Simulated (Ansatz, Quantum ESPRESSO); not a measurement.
**One structure in several programs: TaN (P6/mmm, 6 atoms in the cell)**

Self-consistent single point.

```
TaN
1.0
    5.27683     0.00000     0.00000
   -2.63842     4.56987     0.00000
    0.00000     0.00000     2.93891
Ta N
3 3
Cartesian
  0.00000   0.00000   0.00000
  2.63842   1.52329   1.46946
  0.00000   3.04658   1.46946
 -1.31921   2.28494   0.00000
  2.63842   0.00000   0.00000
  1.31921   2.28494   0.00000
```

Shared settings, as Ansatz (a program for electronic structure) writes them: kpoints.mp_grid.grid = 6 6 9; scf.occupations.method = gaussian; scf.occupations.width = 0.1 eV. Potentials and cutoffs stand in the table.

```csv
code,model,pressure (GPa),cutoff
Quantum ESPRESSO,"PBEsol+U, GBRV 1.5 ultrasoft (PBESOL) pseudopotentials",-10.15,40 Ry
Ansatz,"PBEsol+U, PAW files made with PBE",-9.55,420 eV
```

Hubbard term: ortho-atomic; U Ta-5d 3 eV.

On Ansatz's run: spin-orbit coupling is off. Spin polarisation is off. The U value is a test value, and with U on an open shell several self-consistent states can exist.

The spread over the programs that give each value: pressure within 0.60 GPa.

Ansatz's pressure is given at a fixed set of plane waves, as the other plane-wave codes print theirs; with its correction for the finite basis it is -9.29 GPa (the shift of 0.26 GPa shows how far the cutoff is from converged). The same U acts on different projectors in each program, which moves gaps, moments and pressures.

The starting cell comes from a database of computed structures (which also holds hypothetical and non-ambient phases and stackings), without a prior relaxation at this level. Its lattice was rescaled by a random factor within 2.5 % of one.

Left out of this page: GPAW (not drawn, or without a comparable value).

Keys are those of Ansatz 0.2.
